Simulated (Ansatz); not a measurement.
All values below come from PBE (plane waves to 420 eV, PAW; Ansatz, a program for electronic structure).

Planar average of the electrostatic potential across the slab, in eV from the Fermi level, for a constructed model of the (110) surface of bcc V, a pseudomorphic layer of Al in the host's stacking (bottom of the slab: a bare face, its two planes held):

```
z (Å)  V (eV)
-----  ------
3.83     4.80
4.13     4.80
4.42     4.79
4.72     4.78
5.01     4.77
5.31     4.73
5.60     4.67
5.90     4.53
6.19     4.27
6.49     3.77
6.78     2.81
7.08     1.05
7.38    -2.65
7.67    -8.89
7.96   -12.53
8.26   -13.15
8.55   -11.78
8.85    -7.33
9.14    -2.01
9.44    -1.98
9.73    -7.25
10.03  -11.69
10.32  -12.99
10.62  -12.14
10.91   -8.36
11.21   -2.78
11.50   -1.71
11.80   -6.48
12.09  -11.27
12.39  -12.90
12.68  -12.36
12.98   -9.04
13.27   -3.33
13.57   -1.28
13.86   -5.23
14.16  -10.56
14.46  -12.79
14.75  -12.65
15.04  -10.00
15.34   -4.44
15.63   -1.22
15.93   -4.12
16.22   -9.77
16.52  -12.63
16.81  -12.88
17.11  -10.83
17.40   -5.67
17.70   -1.57
17.99   -3.79
18.29   -9.41
18.58  -12.48
18.88  -12.99
19.18  -11.45
19.47   -6.58
19.77   -1.74
20.06   -1.61
20.36   -4.92
20.65   -7.59
20.95   -8.27
21.24   -8.28
21.54   -7.14
21.83   -3.34
22.12    0.35
22.42    2.25
22.71    3.22
23.01    3.69
23.30    3.92
23.60    4.03
23.89    4.08
24.19    4.10
24.48    4.11
24.78    4.12
25.07    4.12
25.37    4.12
```

Model: 7-atom slab, 13.0 Å thick at the start, 15x15x1 mesh, Fermi-Dirac 0.1 eV, dipole correction, 2 atoms held, the rest relaxed; symmetry of the start imposed; no spin, no spin-orbit, no U. It is one candidate, not shown to be the stable structure of the face.

**Question.** The surface cell has an area of 6.35 Å². What dipole along the normal does the step between the two vacuum levels imply?

**Answer.** the top vacuum level lies 0.68 eV below the bottom one; p = −ε₀ A ΔV (ε₀ = 0.005526 e/(V·Å)) gives 0.02 e·Å a cell.
